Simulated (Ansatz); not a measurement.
We consider cubic perovskite SrVO3, described by PBE in Ansatz (PAW).

Numerical settings: plane-wave cutoff 520 eV, 14×14×14 k mesh, Fermi–Dirac smearing 0.05 eV, no spin polarisation, scalar-relativistic PAW data made under PBE.

Energies at three volumes about the minimum:

```tsv
V (Å³/atom)	E − E_lowest (meV/atom)
11.254	2.70
11.483	0.00
11.713	2.50
```

Task: Fit a parabola by hand: where is the minimum, what lattice constant follows, and what is the bulk modulus?

Result: Slopes: (0.00 − 2.70)/(11.483 − 11.254) = -11.790 and (2.50 − 0.00)/(11.713 − 11.483) = 10.870 meV/Å³. Curvature E″ = 2 × (10.870 − (-11.790))/(11.713 − 11.254) = 98.736 meV/Å⁶. From the middle of the first interval, the slope vanishes at V0 = 11.3685 − (-11.790)/98.736 = 11.488 Å³/atom. B = V0 E″ = 11.488 × 98.736 meV/Å³ × 0.1602 GPa per meV/Å³ = 182 GPa. With 5 atoms in the cube, a = (5 × 11.488)^(1/3) = 3.858 Å. The full Birch–Murnaghan fit to all volumes gives V0 = 11.484 Å³/atom and B0 = 181 GPa.

Measured, for comparison: lattice constant a 3.842 Å (temperature not stated, not corrected to a static lattice; as tabulated in Marks et al. (2021), arXiv:2103.05797).

Note: the relaxation could not lower the start's symmetry, so the cell can be a saddle point above a distorted one.

Ansatz is a quantum-chemistry and plane-wave program.
